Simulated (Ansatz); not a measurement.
# Pressure series in CaSe

The parent structure is CaSe in the zinc blende structure (space group F-43m, No. 216; a = 6.559 Å; a model cell, its experimental status unchecked).

Cell and atoms are relaxed at each pressure.

All numbers come from DFT with r2SCAN, PAW potentials and a 500 eV plane-wave cutoff in Ansatz (a quantum-chemistry and plane-wave program), no SOC.

Notes on the quantities. enthalpy: H = E + PV relative to the base's energy.

```tsv
case	band gap	enthalpy	volume per atom
base	3.70 eV	–	35.27 Å³
pressure −2 GPa	3.49 eV	-0.45 eV/atom	37.63 Å³
pressure −1 GPa	3.60 eV	-0.22 eV/atom	36.36 Å³
pressure 3 GPa	3.91 eV	+0.64 eV/atom	32.77 Å³
pressure 7 GPa	3.89 eV	+1.42 eV/atom	30.41 Å³
pressure 15 GPa	3.80 eV	+2.86 eV/atom	27.27 Å³
pressure 30 GPa	3.58 eV	+5.23 eV/atom	23.75 Å³
pressure 50 GPa	3.28 eV	+8.01 eV/atom	20.94 Å³
pressure 75 GPa	2.91 eV	+11.08 eV/atom	18.68 Å³
pressure 100 GPa	2.57 eV	+13.87 eV/atom	17.09 Å³
```

Load acts through the strain it causes; cell and atoms are relaxed under it. No phonon test of stability was made. No other phases were tried under pressure. This is not the structure that CaSe has at room temperature and ambient pressure.
